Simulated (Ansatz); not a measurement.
# Habitual settings against a tight run: SrCuGe (P-6m2, 3 atoms in the cell)

Self-consistent single point.

```yaml
crystal:
  lattice:
    - [4.18189, 0.00000, 0.00000]
    - [-2.09095, 3.62162, 0.00000]
    - [0.00000, 0.00000, 4.70152]
  atoms:
    - { symbol: Sr, position: [0.66667, 0.33333, 0.00000] }
    - { symbol: Cu, position: [0.00000, 0.00000, 0.50000] }
    - { symbol: Ge, position: [0.33333, 0.66667, 0.50000] }
```

Level of theory: LDA (PW92), default PAW files made with PBE (plane waves; Ansatz, a first-principles code).

Base settings: basis.ecutwfc = 420 eV; kpoints.mp_grid.grid = 12 12 9; hamiltonian.xc = lda; hamiltonian.pseudopotentials = {kind: paw} (the program's default PAW files); scf.occupations.method = gaussian; scf.occupations.width = 0.136 eV.

Tight run (finer mesh or higher cutoff; not a proven limit): basis.ecutwfc: 420 eV → 590 eV; kpoints.mp_grid.grid: 12 12 9 → 17 17 13; scf.convergence.dr2_threshold: default (1e-07 eV) → 1e-09 eV. It gave Fermi level (on the code's own zero) 8.84 eV; pressure -4.49 GPa.

Quick runs, as changes from the base:
- A: the base itself
- B: basis.ecutwfc: 420 eV → 295 eV; kpoints.mp_grid.grid: 12 12 9 → 4 4 4; scf.occupations.method: gaussian → fermi_dirac; scf.occupations.width: 0.136 eV → 0.2 eV
- C: basis.ecutwfc: 420 eV → 295 eV; kpoints.mp_grid.grid: 12 12 9 → 8 8 8; scf.occupations.width: 0.136 eV → 0.272 eV
- D: basis.ecutwfc: 420 eV → 335 eV; kpoints.mp_grid.grid: 12 12 9 → 2 2 2; hamiltonian.xc: lda → pbesol; scf.occupations.method: gaussian → methfessel_paxton [PBEsol]
- E: basis.ecutwfc: 420 eV → 335 eV; kpoints.mp_grid.grid: 12 12 9 → 6 6 6

Energies are extrapolated to zero smearing width, which holds to low order in the width alone.

Dashes: energy of D, another energy zero.

† marks runs with another functional, U, potentials or spin treatment: their distance from the tight run is not a convergence error alone.

The count of work is k-points × plane waves × bands × iterations; it is no time. 

Pressures in the table are Ansatz's without its Pulay estimate, at a fixed set of plane waves; the tight run's value above holds the estimate.

The starting cell comes from a database of computed structures (which also holds hypothetical and non-ambient phases and stackings), without a prior relaxation at this level. Its lattice was rescaled by a random factor within 2.5 % of one. Spin polarisation is off. In the base run, with a pressure of about -4 GPa the cell is away from its equilibrium volume at this level.

```csv
run,energy less tight (meV/atom),pressure less tight (GPa),count of work / tight
A,2.7,0.00,0.20
B,161.4,-10.99,0.015
C,178.6,-11.29,0.061
D†,–,-1.38,0.0059
E,35.9,-1.68,0.047
```

Among the runs at the tight run's level, the energy misses run from 2.7 to 178.6 meV/atom.

Left out of this page: 1 run of the series unsound by tests on forces, stress, charge or solver warnings.

Keys are those of Ansatz 0.2.
